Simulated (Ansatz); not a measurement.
Functionals compared on a constructed model of the (100) surface of bcc Fe, ferromagnetic, a pseudomorphic layer of Zn in the host's stacking (bottom of the slab: a bare face, its two planes held), in Ansatz (plane waves, PAW). The structure was relaxed with PBE; the other rows are single points on it. Cutoff 420 eV.

Model: 7-atom slab, 8.8 Å thick at the start (thin: gaps and levels are the slab's own), 13x13x1 mesh, Fermi-Dirac 0.1 eV, dipole correction, 2 atoms held, the rest relaxed; held to the start's symmetry, so lower structures may exist; spin-polarised, ending with about 13.9 μB a cell; orders that need a larger cell were not tried, no spin-orbit, no U. It is one candidate, not shown to be the stable structure of the face. These notes are the PBE run's.

| functional | work function of the top face (eV) | magnetic moment of the cell (μB) | rough cost of the single point |
|---|---|---|---|
| PBE | 3.82 | 13.86 | – |
| RPBE | [?] | 14.14 | around 110 core-seconds (rough) |

**Question.** What belongs in the gaps?

**Answer.** 
- RPBE, work function of the top face (eV): 3.68

Ansatz is a program for electronic structure.
